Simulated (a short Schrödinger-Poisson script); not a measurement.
System: symmetric double-gate stack, SiO2 on p-type Si(100), at 300 K.

| layer | material | thickness (nm) | Na (cm⁻³) |
|---|---|---|---|
| 1 | SiO2 | 1.6 | - |
| 2 | Si | 5 | 3e15 |
| 3 | SiO2 | 1.6 | - |

The device is made up for the run: typed textbook-type constants, with dimensions and the other settings drawn at random. SiO2: permittivity 3.9, conduction-band edge (eV) 3.15, gap (eV) 9, electron mass (mₑ) 0.5. Si: permittivity 11.7, conduction-band edge (eV) 0, gap (eV) 1.124, Nv at 300 K (cm⁻³) 3.1e19.

Channel valleys (confinement mass, in-plane density-of-states mass, number): Δ2 0.916, 0.19, 2; Δ4 0.19, 0.417, 4. At the gates, both at one voltage, the conduction-band edge of layer 1 lies 3.31 eV − eVg above the Fermi level of the channel. Gaps are held at their typed values at every temperature. Mesh 0.03 nm at interfaces.

From a short Schrödinger-Poisson script (our own, NumPy): 1D Poisson equation in equilibrium, electrons quantum, Hartree (BenDaniel-Duke, 12 states a valley, the channel's in-plane mass for all, wave functions ending at the dielectric), parabolic valleys, classical holes, full ionisation, no traps, pinning or gate leakage.

The same stack at other levels of the model or other numerical settings:

| run | sheet density of all electrons at Vg = 0.85 V (cm⁻²) | sheet density of all electrons at Vg = 0.25 V (cm⁻²) | capacitance of both gates at Vg = 0.85 V (μF/cm²) | gate voltage at 1e11 electrons/cm² (V) | rough cost against the base |
|---|---|---|---|---|---|
| base | 1.38e13 | 2.09e12 | 3.34 | 0.08 | about 1 |
| electrons treated as classical, Boltzmann | 1.71e13 | 3.03e12 | 3.99 | 0.04 | 0.06 |
| electrons treated as classical, Fermi-Dirac | 1.64e13 | 2.99e12 | 3.77 | 0.04 | 0.2 |
| mesh six times as coarse | 1.38e13 | 2.09e12 | 3.35 | 0.08 | 0.4 |
| one subband a valley | 1.34e13 | 2.01e12 | 3.26 | 0.08 | 0.4 |

The classical rows ignore confinement, and Boltzmann statistics overrate the density once the band edge passes the Fermi level.
